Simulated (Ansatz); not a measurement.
The reference is C in the diamond structure (space group Fd-3m, No. 227; a = 3.554 Å).

Now apply this change: cell and atoms relaxed at a pressure of 7 GPa.

Levels (all Ansatz, a quantum-chemistry and plane-wave program, PAW): PBEsol (420 eV, no SOC); r2SCAN (500 eV, no SOC); HSE06 (420 eV, spin-orbit coupling left out).

One geometry, relaxed with PBEsol, under each level:

Notes on the quantities. hole mass: degenerate bands, along [100].

```json
[
 {"level": "PBEsol", "band gap": "4.07 eV", "lowest conduction level above the VBM at special points": "X 4.66 eV; U 5.60 eV; K 5.60 eV; Γ 5.61 eV", "electron mass": "1.6 mₑ along k, 0.29 mₑ across (off the special points)", "hole mass": "0.29, 0.29, 0.53 mₑ (at Γ)", "pressure": "7.00 GPa"},
 {"level": "r2SCAN", "band gap": "4.41 eV", "lowest conduction level above the VBM at special points": "X 5.08 eV; U 6.06 eV; K 6.06 eV; Γ 5.95 eV", "electron mass": "1.9 mₑ along k, 0.27 mₑ across (off the special points)", "hole mass": "0.27, 0.27, 0.48 mₑ (at Γ)", "pressure": "9.64 GPa"},
 {"level": "HSE06", "band gap": "5.35 eV", "lowest conduction level above the VBM at special points": "X 5.97 eV; U 6.97 eV; K 6.97 eV; Γ 7.06 eV", "electron mass": "–", "hole mass": "–", "pressure": "–"}
]
```

Single points use the geometry relaxed with PBEsol. Their cutoffs differ, which shifts pressures a little. The hybrid gap comes from the SCF mesh plus the semilocal run's edge points and a few special points and is an upper bound. Load acts through the strain it causes; cell and atoms are relaxed under it. Effective masses come from finite differences of ±0.01 Å⁻¹. Along k means along the line from Γ to the band edge. Stability against distortions was not tested. Competing high-pressure phases were not computed.
